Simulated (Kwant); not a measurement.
Device: six-terminal Hall bar in a CdTe two-dimensional gas. Effective mass 0.096 mₑ, grid spacing 5.8 nm, hard walls, nominal width 150 nm (25 grid rows, so walls 150.8 nm apart), one parabolic valley, scattering region 390 nm long along x; energies count from the band bottom; Fermi energy 0.00469 eV. Four side probes 75 nm wide, two on each edge; current runs along x; the sign of the Hall resistance is a convention. Perpendicular field swept from 0.3241 to 6.6116 T, also in the leads; orbital effect alone.

The device is made up for the run: typed textbook-type constants, with dimensions and the other settings drawn at random.

Model: effective-mass tight-binding model on a square grid, one spin, coherent transport at 0 K (Kwant). Resistances are in h/e².

Problem. How many Landau levels lie under the Fermi energy, and what Hall resistance follows, at 4.69 meV and 0.644 T; 4.69 meV and 2.24 T; 4.69 meV and 3.84 T; 4.69 meV and 5.44 T?

Solution. ħωc = ħeB/m = 1.21 meV a tesla; levels lie at (n + ½)ħωc. E/ħωc = 6.04 gives 6 levels and h/(6e²) = 0.167; simulated 0.133, off the plateau. E/ħωc = 1.73 gives 2 levels and h/(2e²) = 0.500; simulated 0.500. E/ħωc = 1.01 gives 1 level and h/(1e²) = 1.000; simulated 1.000. E/ħωc = 0.72 gives 1 level and h/(1e²) = 1.000; simulated 1.000. The count is that of a wide sample; where the walls of bar or probes squeeze the orbits, it misses.
